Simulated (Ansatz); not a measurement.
The starting structures come from a database of crystals and need not be the phases stable at ambient conditions.

 Where the default PAW files enter, the runs use the earlier of Ansatz's two default sets.

Data:

```yaml
crystal:
  lattice:
    - [3.86235, 0.00000, 0.00000]
    - [0.00000, 6.73066, 0.00000]
    - [1.93118, -1.98625, 6.23606]
  atoms:
    - { symbol: Ta, position: [0.39770, 0.20720, 0.20460] }
    - { symbol: Ta, position: [0.60230, 0.79280, 0.79540] }
    - { symbol: Ta, position: [0.68852, 0.19544, 0.62296] }
    - { symbol: Ta, position: [0.31148, 0.80456, 0.37704] }
    - { symbol: N, position: [0.24154, 0.14754, 0.51692] }
    - { symbol: N, position: [0.75846, 0.85246, 0.48308] }
    - { symbol: N, position: [0.55422, 0.13722, 0.89156] }
    - { symbol: N, position: [0.44578, 0.86278, 0.10844] }
    - { symbol: O, position: [0.35944, 0.50625, 0.28112] }
    - { symbol: O, position: [0.64056, 0.49375, 0.71888] }
    - { symbol: O, position: [0.13492, 0.79014, 0.73016] }
    - { symbol: O, position: [0.86508, 0.20986, 0.26984] }
```

Space group of this cell: C2/m. The cell is taken as given; by r2SCAN its mean pressure is -1.3 GPa.

Transport runs along the normal of the first two printed cell vectors.

The gap is the functional's own. No spin-orbit coupling. Mid-gap values are interpolated on the energy grid.

Predict the band gap and the smallest decay constant κ at mid-gap from r2SCAN run with Ansatz (a first-principles code).

Gap 2.68 eV on a 8×6×8 mesh; κ = 0.287 1/Å, at (0.500, 0.500) of the in-plane reciprocal vectors. At the zone centre, at the nearest computed energy, the slowest state has κ = 0.39 1/Å.
